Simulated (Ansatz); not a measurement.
The reference is GaP in the zinc blende structure (space group F-43m, No. 216; a = 5.4513 Å). Axes: x, y, z lie along the cube axes.

Structures relaxed with plane-wave PAW DFT at the r2SCAN level (Ansatz, a first-principles code, 500 eV), without spin-orbit coupling.

Base:

Simulated powder pattern, Cu Kα, λ = 1.54184 Å (kinematic, ideal powder, no thermal factors, no anomalous dispersion; the 14 strongest lines at most, above 2 %, up to 2θ = 90°):

```
2θ (°)  I/Imax (%)    hkl
------  ----------  -----
28.36          100  (111)
32.86           14  (200)
47.16           61  (220)
55.94           43  (311)
58.67          3.8  (222)
68.90          9.4  (400)
76.11           16  (331)
78.46          4.4  (420)
87.71           20  (422)
```

After one change:

Simulated powder pattern, Cu Kα, λ = 1.54184 Å (kinematic, ideal powder, no thermal factors, no anomalous dispersion; the 14 strongest lines at most, above 2 %, up to 2θ = 90°):

```
2θ (°)  I/Imax (%)
------  ----------
28.25           34
28.56          100
33.01           19
47.18           41
47.57           40
55.90           15
56.26           28
56.43           14
69.25           12
76.40          5.6
76.85           11
87.46          6.7
88.34           13
88.63          6.5
```

Problem. Which change produced these results?
(A) biaxial strain −1.67 %, plane normal [111], relaxed out of plane
(B) biaxial strain −2.50 %, plane normal [111], relaxed out of plane
(C) biaxial strain −1.25 %, plane normal [111], relaxed out of plane
(D) biaxial strain −0.83 %, plane normal [111], relaxed out of plane

Solution. D, biaxial strain −0.83 %, plane normal [111], relaxed out of plane. Its volume per atom is 19.99 Å³ against 20.25 Å³, and its space group is R3m (No. 160).

Stability against distortions was not tested.
